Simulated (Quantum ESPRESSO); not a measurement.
A self-consistent single point of CoIr (R-3m, 2 atoms in the cell) with Quantum ESPRESSO.

Method: LDA (PZ), PSlibrary PAW (LDA) pseudopotentials (plane waves; Quantum ESPRESSO 7.5).

```yaml
crystal:
  lattice:
    - [1.32421, 0.76453, 4.16478]
    - [-1.32421, 0.76453, 4.16478]
    - [0.00000, -1.52907, 4.16478]
  atoms:
    - { symbol: Co, position: [0.00000, 0.00000, 0.00000], spin: 3.0 }
    - { symbol: Ir, position: [0.50000, 0.50000, 0.50000] }
```
(The spins are starting values, not results.)

Reference input (self-consistent single point, DFT, PBEsol, plane waves, PSlibrary PAW (PBE) pseudopotentials): ecutwfc = 50 Ry; ecutrho = 500 Ry; occupations = smearing; smearing = gaussian; degauss = 0.0099958 Ry; nspin = 2; input_dft = pbesol; potentials = {Co: Co.pbe-n-kjpaw_psl.1.0.0.UPF, Ir: Ir.pbe-n-kjpaw_psl.1.0.0.UPF}; K_POINTS = automatic 12 12 12 0 0 0; conv_thr = 1e-11 Ry; mixing_beta = 0.4. This run's input differs from it in these lines:

```diff
@@ -11,4 +11,4 @@
   ntyp = 2
-  ecutwfc = 50
-  ecutrho = 500
+  ecutwfc = 55
+  ecutrho = 550
   occupations = 'smearing'
@@ -18,3 +18,2 @@
   starting_magnetization(1) = 0.333
-  input_dft = 'pbesol'
 /
@@ -25,4 +24,4 @@
 ATOMIC_SPECIES
-Co    58.9332  Co.pbe-n-kjpaw_psl.1.0.0.UPF
-Ir   192.2170  Ir.pbe-n-kjpaw_psl.1.0.0.UPF
+Co    58.9332  Co.pz-n-kjpaw_psl.1.0.0.UPF
+Ir   192.2170  Ir.pz-n-kjpaw_psl.1.0.0.UPF
 CELL_PARAMETERS angstrom
```

Output, abridged:

```
     Self-consistent Calculation

     iteration #  1     ecut=    55.00 Ry     beta= 0.40

     total energy              =    -858.61632719 Ry
     estimated scf accuracy    <       0.57881145 Ry

     total magnetization       =     1.33 Bohr mag/cell
     absolute magnetization    =     1.34 Bohr mag/cell

     iteration #  2     ecut=    55.00 Ry     beta= 0.40

     total energy              =    -858.47039153 Ry
     estimated scf accuracy    <       8.20781474 Ry

     total magnetization       =     1.89 Bohr mag/cell
     absolute magnetization    =     1.91 Bohr mag/cell

     iteration #  3     ecut=    55.00 Ry     beta= 0.40

   [... lines left out ...]
     c_bands:  1 eigenvalues not converged

     total energy              =    -858.94342828 Ry
     estimated scf accuracy    <          5.2E-11 Ry

     total magnetization       =     1.29 Bohr mag/cell
     absolute magnetization    =     1.35 Bohr mag/cell

     iteration # 18     ecut=    55.00 Ry     beta= 0.40
     c_bands:  1 eigenvalues not converged
     c_bands:  1 eigenvalues not converged

     Magnetic moment per site  (integrated on atomic sphere of radius R)
     atom   1 (R=0.240)  charge=  7.8325  magn=  1.1918
     atom   2 (R=0.240)  charge=  6.4595  magn=  0.1215
     End of self-consistent calculation

     Number of k-points >= 100: set verbosity='high' to print the bands.

     the Fermi energy is    16.3160 ev

!    total energy              =    -858.94342828 Ry
     estimated scf accuracy    <          3.2E-12 Ry
     smearing contrib. (-TS)   =      -0.00196398 Ry
     internal energy E=F+TS    =    -858.94146431 Ry

     total magnetization       =     1.29 Bohr mag/cell
     absolute magnetization    =     1.35 Bohr mag/cell

     convergence has been achieved in  18 iterations

     Forces acting on atoms (cartesian axes, Ry/au):

     atom    1 type  1   force =     0.00000000   -0.00000000   -0.00000000
     atom    2 type  2   force =     0.00000000    0.00000000    0.00000000

     Total force =     0.000000     Total SCF correction =     0.000000

          total   stress  (Ry/bohr**3)                   (kbar)     P=     -128.41
  -0.00085203   0.00000000   0.00000000         -125.34        0.00        0.00
   0.00000000  -0.00085203   0.00000000            0.00     -125.34        0.00
   0.00000000   0.00000000  -0.00091466            0.00        0.00     -134.55

   JOB DONE.
```

The run converged in 18 iterations. Against the reference run the pressure goes from -5.26 to -12.84 GPa and the size of the net moment goes from 0.77 to 0.65 μB/atom.

The starting cell comes from a database of computed structures (which also holds hypothetical and non-ambient phases and stackings), without a prior relaxation at this level. Spin-orbit coupling is off. With one magnetic atom in the cell only a parallel order is possible. With a pressure of about -13 GPa the cell is away from its equilibrium volume at this level.

Cost on one core of a shared machine: roughly 3 min.
